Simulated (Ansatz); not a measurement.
**Ansatz (a first-principles code) run on TaNi3 (Fmmm, 4 atoms in the cell): self-consistent single point**

Method: LDA (PW92), default PAW files made with PBE (plane waves; Ansatz).

The input file:

Ansatz 0.2 input:
```yaml
# TaNi3
crystal:
  lattice:
    - [0.00000000, 2.55880300, 3.71565900]
    - [2.55402900, 0.00000000, 3.71565900]
    - [2.55402900, 2.55880300, 0.00000000]
  atoms:
    - { symbol: Ta, position: [0.00000000, 0.00000000, 0.00000000] }
    - { symbol: Ni, position: [0.50000000, 0.50000000, 0.50000000] }
    - { symbol: Ni, position: [0.25000000, 0.25000000, 0.25000000] }
    - { symbol: Ni, position: [0.75000000, 0.75000000, 0.75000000] }
basis:
  ecutwfc: 420.0
kpoints:
  mp_grid:
    grid: [10, 10, 10]
hamiltonian:
  xc: lda
  pseudopotentials:
    kind: paw
scf:
  occupations:
    method: fermi_dirac
    width: 0.1
output:
  forces: true
  eigenvalues: true
  stress: true
```

Log, with long lists cut:

```
WARN ansatz: RAYON_NUM_THREADS=1 ignored (pool sized by the plan → 1); use --threads N
Pseudopotentials: kind: paw
Pseudopotential: Ta, paw, valence charge 13
Pseudopotential: Ni, paw, valence charge 18
Crystal: 4 atoms, lattice volume = 48.566 Å³
Basis set: ecut = 420 eV, 953 PW (Γ)
Bands: 41, of which v1, the nominal top of the filled ones, is band 34 counted from 1 (33 counted from 0)
Symmetry: 8 space group operations
Space group: Fmmm (ITA 69), of the structure as read, at distance tolerance 3.6e-5 Å
k-points: 171 of 1000
PAW frozen core: Ta, regenerated for the run's functional, and the local potential with it
PAW frozen core: Ni, regenerated for the run's functional, and the local potential with it
Initial density: superposition of atomic densities (neutral atoms: chi_scale 0, normalization atom), corrected by the library's trained network
Initial wavefunctions: pseudopotential atomic-orbital guess
Eigensolver: davidson
Functional: x = slater, c = lda
SCF iter   1: F=—  HF=-27004.330628 eV  |F-HF|=—  |Δ(HF+E_count)|=         —  Δρ=1.81e-2  dr2=7.22e-2  ethr=1.77e-3  ⟨swp⟩=5.4  Hψ=22178  notcnv=0
all-band conjugate gradients solve this SCF's bands
preconditioner: auto → Kerker (q_TF=auto, 2.879 Å⁻¹)
SCF iter   2: F=—  HF=-27004.321130 eV  |F-HF|=—  |Δ(HF+E_count)|=   9.50e-3  Δρ=4.91e-3  dr2=4.12e-3  ethr=1.08e-4  ⟨swp⟩=2.6  Hψ=14244  notcnv=0  defer=2
SCF iter   3: F=—  HF=-27004.320763 eV  |F-HF|=—  |Δ(HF+E_count)|=   3.67e-4  Δρ=1.56e-3  dr2=4.49e-4  ethr=6.16e-6  ⟨swp⟩=1.4  Hψ=7991  notcnv=0  defer=2
SCF iter   4: F=—  HF=-27004.320703 eV  |F-HF|=—  |Δ(HF+E_count)|=   5.98e-5  Δρ=1.94e-4  dr2=1.64e-5  ethr=6.70e-7  ⟨swp⟩=1.0  Hψ=7017  notcnv=0  defer=2
SCF iter   5: F=—  HF=-27004.320697 eV  |F-HF|=—  |Δ(HF+E_count)|=   5.71e-6  Δρ=4.19e-5  dr2=6.08e-7  ethr=2.45e-8  ⟨swp⟩=2.4  Hψ=9927  notcnv=0  defer=2
SCF iter   6: F=—  HF=-27004.320697 eV  |F-HF|=—  |Δ(HF+E_count)|=   1.38e-7  Δρ=1.95e-5  dr2=1.39e-7  ethr=1.49e-10  ⟨swp⟩=6.2  Hψ=34404  notcnv=0
SCF iter   7: F=-27004.320697 eV  HF=-27004.320697 eV  |F-HF|=2.08e-8  |Δ(HF+E_count)|=   7.39e-9  Δρ=7.94e-6  dr2=2.36e-8  ethr=1.49e-10  ⟨swp⟩=4.0  Hψ=24755  notcnv=0
SCF 1 converged in 7 iterations: F = -27004.320697 eV  dr2 = 2.36e-8
SCF converged after 7 iterations
Free energy (F): -27004.320697 eV
Harris-Foulkes:  -27004.320697 eV  (|F-HF|=2.08e-8)
Internal energy: -27004.266871 eV  (E = F + TS)
E sigma→0 (E₀):  -27004.293784 eV
Entropy (-TS):   -0.053826 eV (-13.457 meV/atom)
Fermi energy:    19.187652 eV
--- Per-component energies (eV) ---
  E_band       = -906.578243
  E_kinetic    = 1219.894456
  E_local      = -11389.614999  (includes V_loc(G=0)·N_el)
  E_nonlocal   = 1932.311238
  E_hartree    = 4779.471223
  E_xc         = -472.893273
  E_vxc        = -535.583258  (∫ρ·V_xc dr)
  E_paw        = -12836.705080  (= ΣΔE_a)
  E_vpaw       = -1692.543818  (= ΣTr[D̂ρ^β])
  E_aug_tail   = 0.001484  (compensation charges beyond the density's cutoff)
  E_ewald      = -10238.293183
  E_core_change = 1.561264  (= ΣΔE_core)
  E_smearing   = -0.053826  (= −TS)
  E_closure    = -0.000000  (closes the sum)
  Σ components = -27004.320697   (vs F -27004.320697, Δ=0.00e0)
--- Forces (eV/Å), atoms counted from 1 ---
  atom   1  Ta     0.00000000     0.00000000     0.00000000
   [... zero for the other atoms too ...]
  max |Σ_I F_I| component: 5.05e-29 eV/Å
--- Stress (GPa, compression-positive) ---
      -11.434436       0.000000       0.000000
        0.000000     -11.883922       0.000000
        0.000000       0.000000     -11.159936
  P = ⅓ Tr σ = -11.4928 GPa (-114.928 kbar)
  The stress holds the Pulay correction. Without it, at fixed plane waves, as pw.x and ABINIT print it: P = -11.5933 GPa
--- Band table (eV; the first three rows and the last of 171) ---
  k-point 0: bands = ["-83.3538", "-83.3347", "-83.3275", "-48.8866", "-44.2776", "-44.2728", "-44.2307", "-44.2038", "-44.1758", "-44.1754", "-44.0936", "-44.0921", "-43.9670", "-15.3928", "-15.3916", "-15.3908", "9.9657", "14.2067", "14.7851", [...]
  k-point 1: bands = ["-83.3533", "-83.3348", "-83.3279", "-48.8866", "-44.2783", "-44.2734", "-44.2295", "-44.2030", "-44.1739", "-44.1733", "-44.0957", "-44.0942", "-43.9673", "-15.4010", "-15.3923", "-15.3910", "10.1456", "14.2988", "14.8491", [...]
  k-point 2: bands = ["-83.3518", "-83.3352", "-83.3290", "-48.8868", "-44.2801", "-44.2747", "-44.2260", "-44.2015", "-44.1688", "-44.1672", "-44.1020", "-44.1001", "-43.9680", "-15.4238", "-15.3927", "-15.3917", "10.6680", "14.5531", "14.9983", [...]
  k-point 170: bands = ["-83.3447", "-83.3439", "-83.3276", "-48.8888", "-44.2837", "-44.2791", "-44.2176", "-44.2027", "-44.1675", "-44.1675", "-44.0955", "-44.0939", "-43.9773", "-15.4112", "-15.3915", "-15.3903", "12.4239", "13.2951", "13.7755", [...]
```

The run converged in 7 iterations.

The starting cell comes from a database of computed structures (which also holds hypothetical and non-ambient phases and stackings), without a prior relaxation at this level. Its lattice was rescaled by up to half a per cent. Spin-orbit coupling is off. Spin polarisation is off. With a pressure of about -11 GPa the cell is away from its equilibrium volume at this level. Ansatz's pressure includes its estimate of the finite-basis (Pulay) stress.
